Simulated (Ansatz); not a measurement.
Take MgTe in the wurtzite structure (space group P6_3mc, No. 186; a = 4.561 Å, c = 7.413 Å) as the base.

Perturbation: cell and atoms relaxed at a pressure of 9 GPa.

All numbers come from PBEsol in Ansatz (plane waves to 420 eV, PAW, spin-orbit coupling left out), earlier PAW set.

Base, band edges from the VBM (valence, conduction): K -1.40, 3.42; H -0.63, 3.84; M -0.46, 3.08; L -0.90, 3.15; A -0.28, 3.41; Γ 0.00, 2.39 eV.

Question: Give the band edges at the high-symmetry points of the new zone, measured from its valence-band maximum.

Answer: 
```tsv
point	valence edge (eV)	conduction edge (eV)
Γ	0.00	3.19
M	-0.60	2.93
K	-1.83	3.06
A	-0.39	3.89
L	-1.15	3.16
H	-0.78	4.00
```

The gap is 2.93 eV, indirect, Γ → M.

Spin-orbit coupling, missing from the scalar runs, can matter with Te. Load acts through the strain it causes; cell and atoms are relaxed under it. Stability against distortions was not tested. Tetrahedral semiconductors of this kind turn to denser phases somewhere between about 1 and 50 GPa; those were not computed, so compressed cells here can lie past the real transition.

Ansatz is a first-principles code.
